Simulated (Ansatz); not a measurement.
SiC: energy against volume

SiC (wurtzite, P6_3mc, 10.503 Å³/atom and stress up to 0.01 GPa in the relaxed cell, c along z) under hydrostatic pressure, with the cell free. PBE in Ansatz, a plane-wave DFT program (PAW, default set), 420 eV, 12×12×7 Γ-centred mesh, Fermi-Dirac smearing 0.05 eV; ions are relaxed, or left where forces stay under 0.02 eV/Å, within the symmetry of each cell.

Here V stands for volume and E for E less E0.

```
volume (Å³/atom)  E less E0 (meV/atom)  pressure (GPa)
----------------  --------------------  --------------
10.6037                           0.63           -2.00
10.5519                           0.15           -0.98
10.5029                           0.00            0.00
10.4596                           0.11            0.89
10.4026                           0.64            2.09
10.2922                           2.91            4.50
10.1004                          10.96            9.00
9.8691                               ?               ?
```

Taking the third-order Birch-Murnaghan form, a cubic in V^(-2/3) for E over the 7 complete rows: With u = V^(-2/3) - 0.2097, the rows have u = -0.0025134, -0.0018359, -0.0011899, -0.0006148, 0.0001483, 0.0016462, 0.0043134. Least squares gives E = 0.507 + 861.8·u + 362457·u² - 96002·u³. Residuals (row less fit): -0.002, 0.003, 0.005, -0.004, -0.003, 0.002, 0.000; standard error 0.005 (degrees of freedom: 3). Its minimum lies at u = -0.0011883, so V0 = (0.2085117)^(-3/2) = 10.50. There d²E/du² = 725600 and d³E/du³ = -576000, so B0 = (4/9) × 10.50^(-7/3) × 725600 × 0.160218 = 214 GPa (the last factor turns the table's units into GPa), and B0' = 4 + (2/3) × 0.2085117 × (-576000)/725600 = 3.9. B0' rests on the cubic coefficient alone and has a standard error of 0.3 from these residuals.

Q: Predict the withheld E at V = 9.8691 from the fit, and compare with the calculation.

A: u = 0.0076443, so E = 0.507 + 861.8 × 0.0076443 + 362457 × 0.0076443² - 96002 × 0.0076443³ = 28.232 meV/atom. The calculation gives 28.20 meV/atom, 0.032 meV/atom below the prediction (0.1 % of the range of E in the table). The row lies outside the fitted rows, so this is an extrapolation. The scatter of the fitted rows lies at the last printed digit.

Other structures, which can take over under pressure, weren't tried. The same form fitted to the pressure column gives B0' = 3.9; series where the two differ by over 0.4 aren't shown. SiC is here the rare 2H polytype. Rows are the converged runs of the series near zero and its far end, less any whose ions stayed unrelaxed beside relaxed ones; series whose fitted rows scatter by over a few per cent of the range, as at a crossing or softening among them, aren't shown in this form.
